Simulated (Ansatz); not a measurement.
Partial pair distribution functions of a relaxed model of amorphous Mo20Si10N20, broadened by 0.06 Å; density 6.82 g/cm³. Computed with PBE, scalar-relativistic without spin-orbit coupling (plane waves to 420 eV, PAW; Ansatz, an electronic-structure program). The usual formal charges leave 100 electrons over, so the level spacing at the Fermi energy parts defect or band states and needn't be the band gap.

It comes from a melt-quench run on a machine-learned potential (CHGNet), relaxed afterwards by DFT. N atoms were pushed apart under 1.9 Å during the dynamics, to hinder bonds among them. The hot cell started wider than the set density and was brought back towards it in steps. It is the lowest in DFT energy of 2 quenches. It is a model cell: composition and starting density were chosen by hand, and all elements were melted together. No dispersion term was used. Its density started from a set value of 7.73 and ended at 6.82 g/cm³. Cooling (nominally 450 K/ps over its main leg) ran many orders faster than in experiment, which tends to leave more defects and strain. A cell of this size samples the disorder only roughly. Volume and shape were free in the relaxation. On a 2×2×2 Γ-centred mesh force components of up to 0.33 eV/Å stay, since the relaxation ran on one k-point at (1/4, 1/4, 1/4).

```
r (Å)  g Mo-N  g Mo-Mo  g Si-Si  g N-N
-----  ------  -------  -------  -----
1.75     0.00     0.00     0.00   0.00
1.85     0.19     0.00     0.00   0.00
1.95     2.04     0.00     0.00   0.00
2.05     6.56     0.00     0.00   0.00
2.15     5.09     0.00     0.00   0.00
2.25     2.13     0.00     0.00   0.00
2.35     1.12     0.09     0.31   0.01
2.45     0.60     0.53     2.68   0.34
2.55     0.10     0.66     3.91   0.76
2.65     0.32     1.45     0.68   1.18
2.75     0.37     2.33     0.03   3.06
2.85     0.16     3.37     0.50   3.70
2.95     0.25     3.53     2.60   2.26
3.05     0.29     2.56     5.41   1.50
3.15     0.29     1.20     3.39   1.24
3.25     0.68     1.16     1.58   0.58
3.35     1.04     1.18     0.59   0.95
3.45     0.81     0.94     0.30   1.86
3.55     0.94     1.11     0.45   1.14
3.65     1.09     0.53     0.08   0.76
3.75     1.09     0.17     0.35   0.72
3.85     0.96     0.31     0.59   0.67
3.95     1.04     0.62     1.02   0.91
4.05     1.26     0.75     0.50   0.76
4.15     1.14     0.62     0.60   0.86
```

Within 2.54 Å each Mo has 3.35 N neighbours on average.
